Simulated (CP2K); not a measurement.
A self-consistent single point of TaOs3 (P4mm, 4 atoms in the cell) with CP2K.

Method of the run: LDA (Pade form), GPW, DZVP-MOLOPT-SR-GTH basis, GTH-PADE potentials (GTH_POTENTIALS) run with CP2K 2026.2.

```
TaOs3
1.0
    3.90322     0.00000     0.00000
    0.00000     3.90322     0.00000
    0.00000     0.00000     3.90322
Ta Os
1 3
Direct
  0.00000   0.00000   0.01281
  0.00000   0.50000   0.50000
  0.50000   0.00000   0.50000
  0.50000   0.50000   0.00000
```

Reference input (self-consistent single point, DFT LDA (Pade form), GPW, DZVP-MOLOPT-SR-GTH basis, GTH-PADE potentials (GTH_POTENTIALS)): CUTOFF = 500 Ry; REL_CUTOFF = 40 Ry; SMEAR/METHOD = FERMI_DIRAC; ELECTRONIC_TEMPERATURE = 1160.45 K; KPOINTS/SCHEME = MONKHORST-PACK 3 3 3; XC_FUNCTIONAL = PADE; Ta/BASIS_SET = DZVP-MOLOPT-SR-GTH-q13; Ta/POTENTIAL = GTH-PADE-q13; Os/BASIS_SET = DZVP-MOLOPT-SR-GTH-q16; Os/POTENTIAL = GTH-PADE-q16; METHOD = GPW; EPS_DEFAULT = 1e-10. This run's input differs from it in these lines:

```diff
@@ -17,3 +17,3 @@
       CUTOFF 500
-      REL_CUTOFF 40
+      REL_CUTOFF 10
       NGRIDS 5
```

Log, with long lists cut:

```
 SCF WAVEFUNCTION OPTIMIZATION

  Step     Update method      Time    Convergence         Total energy    Change
     1 NoMix/Diag. 0.20E+00      -    98.47506473      -335.8561104122 -3.36E+02
     2 Broy./Diag. 0.20E+00      -     0.52041193      -319.4301685134  1.64E+01
     3 Broy./Diag. 0.20E+00      -     7.17746183      -254.9154903133  6.45E+01
     4 Broy./Diag. 0.20E+00      -     1.26389162      -266.3319083097 -1.14E+01
     5 Broy./Diag. 0.20E+00      -     2.55871835      -259.2138713085  7.12E+00
     6 Broy./Diag. 0.20E+00      -     2.89353323      -258.9125187502  3.01E-01
   [... 90 lines left out ...]
    97 Broy./Diag. 0.20E+00      -     6.16908899      -257.5861919000 -9.37E-02
    98 Broy./Diag. 0.20E+00      -     6.73515017      -257.6109286473 -2.47E-02
    99 Broy./Diag. 0.20E+00      -     5.50385833      -257.5540217248  5.69E-02
   100 Broy./Diag. 0.20E+00      -    10.03339238      -257.5876681098 -3.36E-02
  Leaving inner SCF loop after reaching   100 steps.

  Overlap energy of the core charge distribution:               0.00000000377560
  Self energy of the core charge distribution:               -503.31234386844250
  Core Hamiltonian energy:                                    121.41487269941241
  Hartree energy:                                             169.07409668623157
   [... lines left out ...]
  Fermi energy:                                                 0.65953059710733
  Total energy:                                              -257.58766810976903
   [... lines left out ...]
 *  /   \                                                                      *
 * [ABORT]                                                                     *
 *  \___/     SCF run NOT converged. To continue the calculation regardless,   *
 *    |             please set the keyword IGNORE_CONVERGENCE_FAILURE.         *
 *  O/|                                                                        *
 * /| |                                                                        *
 * / \                                                            qs_scf.F:702 *
 *******************************************************************************

 ===== Routine Calling Stack =====

            4 scf_env_do_scf
            3 qs_energies
            2 qs_forces
            1 CP2K
Abort(1) on node 0 (rank 0 in comm 0): application called MPI_Abort(MPI_COMM_WORLD, 1) - process 0
```

The run ended unconverged after 100 iterations. 

The starting cell comes from a database of computed structures (which also holds hypothetical and non-ambient phases and stackings), without a prior relaxation at this level. Its lattice was rescaled by up to half a per cent. One atom was moved a little off its site on purpose. Values carry the incompleteness of an atom-centred basis.

Cost on one core of a shared machine: roughly 2 min.
